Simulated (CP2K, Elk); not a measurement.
An Elk input for a self-consistent single point of Ga₃Hg (I4/mmm, 4 atoms in the cell) (DFT, PBEsol, all-electron FP-LAPW, Elk's shipped species files, default APW+lo basis):

```
tasks
  0

xctype
  22

swidth
  0.00499791

maxscl
  100

avec
   -4.0087988604    4.0087988604    8.7760109550
    4.0087988604   -4.0087988604    8.7760109550
    4.0087988604    4.0087988604   -8.7760109550

sppath
  'species/'

atoms
  2
  'Ga.in'
  3
  0.7500000000  0.2500000000  0.5000000000    0.0 0.0 0.0
  0.2500000000  0.7500000000  0.5000000000    0.0 0.0 0.0
  0.5000000000  0.5000000000  0.0000000000    0.0 0.0 0.0
  'Hg.in'
  1
  0.0000000000  0.0000000000  0.0000000000    0.0 0.0 0.0

ngridk
  7 7 7
```

Problem. Write the same calculation as an input for CP2K.

Solution. This is the input that was run; spellings and numerical settings could be chosen otherwise.

```
&GLOBAL
  PROJECT run
  RUN_TYPE ENERGY_FORCE
  PRINT_LEVEL MEDIUM
&END GLOBAL
&FORCE_EVAL
  METHOD Quickstep
  STRESS_TENSOR ANALYTICAL
  &DFT
    BASIS_SET_FILE_NAME BASIS_MOLOPT_UCL
    POTENTIAL_FILE_NAME GTH_POTENTIALS
    &QS
      METHOD GPW
      EPS_DEFAULT 1E-10
    &END QS
    &MGRID
      CUTOFF 600
      REL_CUTOFF 40
      NGRIDS 5
    &END MGRID
    &SCF
      SCF_GUESS ATOMIC
      EPS_SCF 1E-6
      MAX_SCF 100
      ADDED_MOS 9
      &DIAGONALIZATION
        ALGORITHM STANDARD
      &END DIAGONALIZATION
      &MIXING
        METHOD BROYDEN_MIXING
        ALPHA 0.3
        NBUFFER 10
      &END MIXING
      &SMEAR ON
        METHOD FERMI_DIRAC
        ELECTRONIC_TEMPERATURE [K] 1578.21
      &END SMEAR
    &END SCF
    &KPOINTS
      SCHEME MONKHORST-PACK 7 7 7
    &END KPOINTS
    &XC
      &XC_FUNCTIONAL
        &PBE
          PARAMETRIZATION PBESOL
        &END PBE
      &END XC_FUNCTIONAL
    &END XC
    &PRINT
      &MO
        EIGENVALUES T
        OCCUPATION_NUMBERS T
        NDIGITS 8
        FILENAME mo
        &EACH
          QS_SCF 0
        &END EACH
        ADD_LAST NUMERIC
      &END MO
      &MULLIKEN ON
      &END MULLIKEN
    &END PRINT
  &END DFT
  &SUBSYS
    &CELL
      ABC 5.52880800 5.52880798 5.52880761
      ALPHA_BETA_GAMMA 134.87474546 134.87475220 65.72487480
      PERIODIC XYZ
    &END CELL
    &COORD
      SCALED
      Ga       0.75000000     0.25000000     0.50000000
      Ga       0.25000000     0.75000000     0.50000000
      Ga       0.50000000     0.50000000     0.00000000
      Hg       0.00000000     0.00000000     0.00000000
    &END COORD
    &KIND Ga
      BASIS_SET TZVP-MOLOPT-SR-GTH
      POTENTIAL GTH-PBE-q13
    &END KIND
    &KIND Hg
      BASIS_SET TZVP-MOLOPT-SR-GTH
      POTENTIAL GTH-PBE-q12
    &END KIND
  &END SUBSYS
  &PRINT
    &FORCES ON
    &END FORCES
    &STRESS_TENSOR ON
    &END STRESS_TENSOR
  &END PRINT
&END FORCE_EVAL
```

Basis settings and potentials, where a program has them, do not carry over. This input uses DFT PBEsol, GPW, TZVP-MOLOPT-SR-GTH basis, GTH-PBE potentials (GTH_POTENTIALS).

The starting cell comes from a database of computed structures (which also holds hypothetical and non-ambient phases and stackings), without a prior relaxation at this level.
